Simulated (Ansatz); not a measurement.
Levels about the gap of amorphous Ga24O37Ca (62 atoms in a cell of 775 Å³, 4.94 g/cm³; zone centre alone, so wide bands show as single levels with stretches between that a denser mesh fills), at the geometry that PBE relaxed, where it gives 1.7 GPa on a denser mesh. Exact exchange is cut at the faces of this small cell, which leaves a finite-size error. The participation number counts the atoms over which a state spreads; weights are charges in smoothed Voronoi cells. The levels come from a single point, so bond lengths are those of that geometry. Method of the levels: HSE06, scalar-relativistic without spin-orbit coupling (Ansatz, a first-principles code). Sampling: the zone centre alone; Fermi-Dirac width 0.02 eV; no spin polarisation. At PBE the levels at the filled edge of the gap are localised (band-tail or defect states), and the nearest spread-out levels lie 1.9 eV apart at the zone centre.

It comes from a melt-quench run on a machine-learned potential (CHGNet), relaxed afterwards by DFT. O atoms were pushed apart under 1.9 Å during the dynamics, to hinder bonds among them. The hot cell started wider than the set density and was brought back towards it in steps. It is the lowest in DFT energy of 2 quenches. It is a model cell: composition and starting density were chosen by hand, and all elements were melted together. No dispersion term was used. Its density started from a set value of 4.94 and ended at 4.94 g/cm³. Cooling (nominally 220 K/ps over its main leg) ran many orders faster than in experiment, which tends to leave more defects and strain. One small periodic cell is one sample of the glass; other quenches scatter about these values. The volume was held where the preparation left it and the shape relaxed, at a PBE pressure of 1.7 GPa. Stress components on the final sampling reach 1.8 GPa.

```tsv
E - E(highest filled), eV	filling	participation number	largest on	weight O	weight Ga	weight Ca
-0.60	filled	8.0	O, 3 neighbours	0.95	0.05	0.00
-0.50	filled	11.9	O, 3 neighbours	0.95	0.05	0.00
-0.46	filled	11.3	O, 3 neighbours	0.95	0.04	0.00
-0.38	filled	6.8	O, 3 neighbours	0.95	0.04	0.00
-0.33	filled	9.3	O, 3 neighbours	0.94	0.05	0.00
-0.14	filled	4.0	O, 3 neighbours	0.96	0.04	0.00
0.00	filled	4.0	O, 3 neighbours	0.96	0.03	0.01
3.21	empty	57.4	Ga, 5 neighbours	0.53	0.46	0.01
5.83	empty	28.0	Ga, 4 neighbours	0.52	0.47	0.01
5.97	empty	27.0	Ga, 5 neighbours	0.53	0.47	0.00
6.14	empty	37.2	Ga, 5 neighbours	0.57	0.42	0.01
6.33	empty	41.9	Ga, 4 neighbours	0.58	0.42	0.00
6.46	empty	41.1	Ga, 5 neighbours	0.58	0.41	0.01
6.57	empty	34.7	Ga, 4 neighbours	0.58	0.42	0.01
```

Most localised among these is the filled level at -0.14 eV, on a O atom, which has 3 neighbours (Ga 1.92 Å, Ga 1.95 Å, Ga 1.98 Å).
